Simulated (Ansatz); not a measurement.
## GePd (model structure, started from the CoSn type, P6/mmm, No. 191, 6 atoms in the cell): properties by level of theory

| level (code) | equilibrium lattice constant a (Å) | c axis length (Å) | enthalpy of formation (eV/atom) |
|---|---|---|---|
| PBE (Ansatz) | 5.606 | 4.022 | -0.202 |
| PBEsol (Ansatz) | 5.496 | 3.988 | -0.238 |
| PBE-D3(BJ) (Ansatz) | 5.530 | 3.986 | -0.182 |

Caveats: a distance lies near a switch of the dispersion term, which can move the cell (PBE-D3(BJ)). Ansatz's density-functional and Hartree–Fock values are scalar-relativistic unless marked +SOC, with PAW data made under PBE.

A model structure was made by putting elements into a prototype or built by hand; it is no filed structure, need not be a known phase, and can be a saddle point held by its symmetry.

Ansatz is a program for electronic structure.
